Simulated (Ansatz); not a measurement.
Base system: Al2O3 in the corundum structure (space group R-3c, No. 167).

```xyz
10
Lattice="2.3646 1.3652 4.2972 -2.3646 1.3652 4.2972 0.0000 -2.7304 4.2972" Properties=species:S:1:pos:R:3 pbc="T T T"
Al     0.0000     0.0000     8.3535
Al     0.0000     0.0000     1.9076
Al     0.0000     0.0000     4.5382
Al     0.0000     0.0000    10.9840
O      0.7232     1.4777     5.3715
O     -1.6414    -0.1125     5.3715
O     -0.7232    -1.4777     7.5201
O     -0.9181     1.3652     7.5201
O      1.6414     0.1125     7.5201
O      0.9181    -1.3652     5.3715
```

All numbers come from LDA, PAW, 420 eV (Ansatz, a first-principles code; scalar-relativistic without spin-orbit coupling).

Strains are applied to the cell and any free atomic positions relax.

One change was made to it. Results:

The energy goes up by 29 meV/atom; the electron mass goes from 0.43 mₑ along c, 0.39 mₑ across (at Γ) to 0.38 mₑ along c, 0.36 mₑ across (at Γ); the pressure (mean of the normal stresses, compression positive) shrinks by 15.05 GPa to -15.06 GPa; the band gap decreases by 0.826 eV (6.43 eV → 5.61 eV).

What was done to the base?
A. isotropic strain +3.00 %
B. isotropic strain +1.50 %
C. isotropic strain +2.25 %

C, isotropic strain +2.25 %. For comparison, the band gap in the other runs: isotropic strain +3.00 % gives 5.34 eV; isotropic strain +1.50 % gives 5.88 eV.

Masses are band curvatures over ±0.01 Å⁻¹ around the edge. Stability against distortions was not tested.
